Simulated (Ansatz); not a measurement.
Electronic density of states of amorphous Si$_{45}$O$_{18}$N$_{48}$, density 2.70 g/cm³, on a 2×2×2 Γ-centred mesh with a Gaussian width of 0.1 eV; energies count from the Fermi level, whose place inside the gap is arbitrary. Cell and mesh are small, so fine structure isn't converged. The numbers are results of PBE, scalar-relativistic without spin-orbit coupling (plane waves to 420 eV, PAW; Ansatz, a quantum-chemistry and plane-wave program), not measurements. Sampling: a 2×2×2 Γ-centred mesh; Fermi-Dirac width 0.02 eV; no spin polarisation. At PBE the levels at both edges of the gap are localised (band-tail or defect states), and the nearest spread-out levels lie 3.6 eV apart at the zone centre.

It comes from a melt-quench run on a machine-learned potential (CHGNet), relaxed afterwards by DFT. O and N atoms were pushed apart under 1.9 Å during the dynamics, to hinder bonds among them. The hot cell started wider than the set density and was brought back towards it in steps. It is the lowest in DFT energy of 2 quenches. It is a model cell: composition and starting density were chosen by hand, and all elements were melted together. No dispersion term was used. Its density started from a set value of 2.60 and ended at 2.70 g/cm³. The quench (nominally 130 K/ps over its main leg) was far faster than any real one, so the model tends to hold more defects than a real film. Values belong to this one cell and scatter from quench to quench. The volume was free in the relaxation, at fixed shape. Stress components on the final sampling reach 2.3 GPa.

```json
[
 {"E - EF (eV)": "-12.00", "states/(eV atom)": "0.00"},
 {"E - EF (eV)": "-11.90", "states/(eV atom)": "0.00"},
 {"E - EF (eV)": "-11.80", "states/(eV atom)": "0.03"},
 {"E - EF (eV)": "-11.70", "states/(eV atom)": "0.09"},
 {"E - EF (eV)": "-11.60", "states/(eV atom)": "0.11"},
 {"E - EF (eV)": "-11.50", "states/(eV atom)": "0.17"},
 {"E - EF (eV)": "-11.40", "states/(eV atom)": "0.18"},
 {"E - EF (eV)": "-11.30", "states/(eV atom)": "0.17"},
 {"E - EF (eV)": "-11.20", "states/(eV atom)": "0.20"},
 {"E - EF (eV)": "-11.10", "states/(eV atom)": "0.21"},
 {"E - EF (eV)": "-11.00", "states/(eV atom)": "0.21"},
 {"E - EF (eV)": "-10.90", "states/(eV atom)": "0.21"},
 {"E - EF (eV)": "-10.80", "states/(eV atom)": "0.20"},
 {"E - EF (eV)": "-10.70", "states/(eV atom)": "0.20"},
 {"E - EF (eV)": "-10.60", "states/(eV atom)": "0.22"},
 {"E - EF (eV)": "-10.50", "states/(eV atom)": "0.21"},
 {"E - EF (eV)": "-10.40", "states/(eV atom)": "0.20"},
 {"E - EF (eV)": "-10.30", "states/(eV atom)": "0.20"},
 {"E - EF (eV)": "-10.20", "states/(eV atom)": "0.22"},
 {"E - EF (eV)": "-10.10", "states/(eV atom)": "0.23"},
 {"E - EF (eV)": "-10.00", "states/(eV atom)": "0.22"},
 {"E - EF (eV)": "-9.90", "states/(eV atom)": "0.25"},
 {"E - EF (eV)": "-9.80", "states/(eV atom)": "0.25"},
 {"E - EF (eV)": "-9.70", "states/(eV atom)": "0.23"},
 {"E - EF (eV)": "-9.60", "states/(eV atom)": "0.23"},
 {"E - EF (eV)": "-9.50", "states/(eV atom)": "0.21"},
 {"E - EF (eV)": "-9.40", "states/(eV atom)": "0.24"},
 {"E - EF (eV)": "-9.30", "states/(eV atom)": "0.26"},
 {"E - EF (eV)": "-9.20", "states/(eV atom)": "0.26"},
 {"E - EF (eV)": "-9.10", "states/(eV atom)": "0.24"},
 {"E - EF (eV)": "-9.00", "states/(eV atom)": "0.26"},
 {"E - EF (eV)": "-8.90", "states/(eV atom)": "0.27"},
 {"E - EF (eV)": "-8.80", "states/(eV atom)": "0.26"},
 {"E - EF (eV)": "-8.70", "states/(eV atom)": "0.28"},
 {"E - EF (eV)": "-8.60", "states/(eV atom)": "0.29"},
 {"E - EF (eV)": "-8.50", "states/(eV atom)": "0.27"},
 {"E - EF (eV)": "-8.40", "states/(eV atom)": "0.30"},
 {"E - EF (eV)": "-8.30", "states/(eV atom)": "0.33"},
 {"E - EF (eV)": "-8.20", "states/(eV atom)": "0.35"},
 {"E - EF (eV)": "-8.10", "states/(eV atom)": "0.35"},
 {"E - EF (eV)": "-8.00", "states/(eV atom)": "0.36"},
 {"E - EF (eV)": "-7.90", "states/(eV atom)": "0.36"},
 {"E - EF (eV)": "-7.80", "states/(eV atom)": "0.35"},
 {"E - EF (eV)": "-7.70", "states/(eV atom)": "0.40"},
 {"E - EF (eV)": "-7.60", "states/(eV atom)": "0.45"},
 {"E - EF (eV)": "-7.50", "states/(eV atom)": "0.42"},
 {"E - EF (eV)": "-7.40", "states/(eV atom)": "0.36"},
 {"E - EF (eV)": "-7.30", "states/(eV atom)": "0.36"},
 {"E - EF (eV)": "-7.20", "states/(eV atom)": "0.38"},
 {"E - EF (eV)": "-7.10", "states/(eV atom)": "0.40"},
 {"E - EF (eV)": "-7.00", "states/(eV atom)": "0.40"},
 {"E - EF (eV)": "-6.90", "states/(eV atom)": "0.43"},
 {"E - EF (eV)": "-6.80", "states/(eV atom)": "0.44"},
 {"E - EF (eV)": "-6.70", "states/(eV atom)": "0.47"},
 {"E - EF (eV)": "-6.60", "states/(eV atom)": "0.49"},
 {"E - EF (eV)": "-6.50", "states/(eV atom)": "0.51"},
 {"E - EF (eV)": "-6.40", "states/(eV atom)": "0.51"},
 {"E - EF (eV)": "-6.30", "states/(eV atom)": "0.46"},
 {"E - EF (eV)": "-6.20", "states/(eV atom)": "0.47"},
 {"E - EF (eV)": "-6.10", "states/(eV atom)": "0.47"},
 {"E - EF (eV)": "-6.00", "states/(eV atom)": "0.45"},
 {"E - EF (eV)": "-5.90", "states/(eV atom)": "0.47"},
 {"E - EF (eV)": "-5.80", "states/(eV atom)": "0.54"},
 {"E - EF (eV)": "-5.70", "states/(eV atom)": "0.52"},
 {"E - EF (eV)": "-5.60", "states/(eV atom)": "0.49"},
 {"E - EF (eV)": "-5.50", "states/(eV atom)": "0.48"},
 {"E - EF (eV)": "-5.40", "states/(eV atom)": "0.49"},
 {"E - EF (eV)": "-5.30", "states/(eV atom)": "0.49"},
 {"E - EF (eV)": "-5.20", "states/(eV atom)": "0.48"},
 {"E - EF (eV)": "-5.10", "states/(eV atom)": "0.50"},
 {"E - EF (eV)": "-5.00", "states/(eV atom)": "0.50"},
 {"E - EF (eV)": "-4.90", "states/(eV atom)": "0.52"},
 {"E - EF (eV)": "-4.80", "states/(eV atom)": "0.55"},
 {"E - EF (eV)": "-4.70", "states/(eV atom)": "0.52"},
 {"E - EF (eV)": "-4.60", "states/(eV atom)": "0.48"},
 {"E - EF (eV)": "-4.50", "states/(eV atom)": "0.47"},
 {"E - EF (eV)": "-4.40", "states/(eV atom)": "0.46"},
 {"E - EF (eV)": "-4.30", "states/(eV atom)": "0.49"},
 {"E - EF (eV)": "-4.20", "states/(eV atom)": "0.51"},
 {"E - EF (eV)": "-4.10", "states/(eV atom)": "0.51"},
 {"E - EF (eV)": "-4.00", "states/(eV atom)": "0.48"},
 {"E - EF (eV)": "-3.90", "states/(eV atom)": "0.46"},
 {"E - EF (eV)": "-3.80", "states/(eV atom)": "0.47"},
 {"E - EF (eV)": "-3.70", "states/(eV atom)": "0.41"},
 {"E - EF (eV)": "-3.60", "states/(eV atom)": "0.35"},
 {"E - EF (eV)": "-3.50", "states/(eV atom)": "0.38"},
 {"E - EF (eV)": "-3.40", "states/(eV atom)": "0.42"},
 {"E - EF (eV)": "-3.30", "states/(eV atom)": "0.41"},
 {"E - EF (eV)": "-3.20", "states/(eV atom)": "0.41"},
 {"E - EF (eV)": "-3.10", "states/(eV atom)": "0.37"},
 {"E - EF (eV)": "-3.00", "states/(eV atom)": "0.38"},
 {"E - EF (eV)": "-2.90", "states/(eV atom)": "0.47"},
 {"E - EF (eV)": "-2.80", "states/(eV atom)": "0.47"},
 {"E - EF (eV)": "-2.70", "states/(eV atom)": "0.40"},
 {"E - EF (eV)": "-2.60", "states/(eV atom)": "0.35"},
 {"E - EF (eV)": "-2.50", "states/(eV atom)": "0.32"},
 {"E - EF (eV)": "-2.40", "states/(eV atom)": "0.25"},
 {"E - EF (eV)": "-2.30", "states/(eV atom)": "0.19"},
 {"E - EF (eV)": "-2.20", "states/(eV atom)": "0.16"},
 {"E - EF (eV)": "-2.10", "states/(eV atom)": "0.17"},
 {"E - EF (eV)": "-2.00", "states/(eV atom)": "0.12"},
 {"E - EF (eV)": "-1.90", "states/(eV atom)": "0.16"},
 {"E - EF (eV)": "-1.80", "states/(eV atom)": "0.21"},
 {"E - EF (eV)": "-1.70", "states/(eV atom)": "0.21"},
 {"E - EF (eV)": "-1.60", "states/(eV atom)": "0.16"},
 {"E - EF (eV)": "-1.50", "states/(eV atom)": "0.11"},
 {"E - EF (eV)": "-1.40", "states/(eV atom)": "0.04"},
 {"E - EF (eV)": "-1.30", "states/(eV atom)": "0.00"},
 {"E - EF (eV)": "-1.20", "states/(eV atom)": "0.00"},
 {"E - EF (eV)": "-1.10", "states/(eV atom)": "0.00"},
 {"E - EF (eV)": "-1.00", "states/(eV atom)": "0.00"},
 {"E - EF (eV)": "-0.90", "states/(eV atom)": "0.00"},
 {"E - EF (eV)": "-0.80", "states/(eV atom)": "0.01"},
 {"E - EF (eV)": "-0.70", "states/(eV atom)": "0.07"},
 {"E - EF (eV)": "-0.60", "states/(eV atom)": "0.09"},
 {"E - EF (eV)": "-0.50", "states/(eV atom)": "0.09"},
 {"E - EF (eV)": "-0.40", "states/(eV atom)": "0.08"},
 {"E - EF (eV)": "-0.30", "states/(eV atom)": "0.02"},
 {"E - EF (eV)": "-0.20", "states/(eV atom)": "0.00"},
 {"E - EF (eV)": "-0.10", "states/(eV atom)": "0.00"},
 {"E - EF (eV)": "0.00", "states/(eV atom)": "0.00"},
 {"E - EF (eV)": "0.10", "states/(eV atom)": "0.00"},
 {"E - EF (eV)": "0.20", "states/(eV atom)": "0.00"},
 {"E - EF (eV)": "0.30", "states/(eV atom)": "0.02"},
 {"E - EF (eV)": "0.40", "states/(eV atom)": "0.08"},
 {"E - EF (eV)": "0.50", "states/(eV atom)": "0.07"},
 {"E - EF (eV)": "0.60", "states/(eV atom)": "0.03"},
 {"E - EF (eV)": "0.70", "states/(eV atom)": "0.06"},
 {"E - EF (eV)": "0.80", "states/(eV atom)": "0.06"},
 {"E - EF (eV)": "0.90", "states/(eV atom)": "0.04"},
 {"E - EF (eV)": "1.00", "states/(eV atom)": "0.01"},
 {"E - EF (eV)": "1.10", "states/(eV atom)": "0.01"},
 {"E - EF (eV)": "1.20", "states/(eV atom)": "0.10"},
 {"E - EF (eV)": "1.30", "states/(eV atom)": "0.17"},
 {"E - EF (eV)": "1.40", "states/(eV atom)": "0.08"},
 {"E - EF (eV)": "1.50", "states/(eV atom)": "0.07"},
 {"E - EF (eV)": "1.60", "states/(eV atom)": "0.09"},
 {"E - EF (eV)": "1.70", "states/(eV atom)": "0.03"},
 {"E - EF (eV)": "1.80", "states/(eV atom)": "0.03"},
 {"E - EF (eV)": "1.90", "states/(eV atom)": "0.12"},
 {"E - EF (eV)": "2.00", "states/(eV atom)": "0.17"},
 {"E - EF (eV)": "2.10", "states/(eV atom)": "0.16"},
 {"E - EF (eV)": "2.20", "states/(eV atom)": "0.20"},
 {"E - EF (eV)": "2.30", "states/(eV atom)": "0.20"},
 {"E - EF (eV)": "2.40", "states/(eV atom)": "0.17"},
 {"E - EF (eV)": "2.50", "states/(eV atom)": "0.18"},
 {"E - EF (eV)": "2.60", "states/(eV atom)": "0.20"},
 {"E - EF (eV)": "2.70", "states/(eV atom)": "0.19"},
 {"E - EF (eV)": "2.80", "states/(eV atom)": "0.21"},
 {"E - EF (eV)": "2.90", "states/(eV atom)": "0.24"},
 {"E - EF (eV)": "3.00", "states/(eV atom)": "0.25"},
 {"E - EF (eV)": "3.10", "states/(eV atom)": "0.26"},
 {"E - EF (eV)": "3.20", "states/(eV atom)": "0.30"},
 {"E - EF (eV)": "3.30", "states/(eV atom)": "0.28"},
 {"E - EF (eV)": "3.40", "states/(eV atom)": "0.27"},
 {"E - EF (eV)": "3.50", "states/(eV atom)": "0.32"},
 {"E - EF (eV)": "3.60", "states/(eV atom)": "0.37"},
 {"E - EF (eV)": "3.70", "states/(eV atom)": "0.36"},
 {"E - EF (eV)": "3.80", "states/(eV atom)": "0.33"},
 {"E - EF (eV)": "3.90", "states/(eV atom)": "0.34"},
 {"E - EF (eV)": "4.00", "states/(eV atom)": "0.36"}
]
```

The gap between localised states on this mesh is 0.84 eV; the broadening fills part of it in the curve.
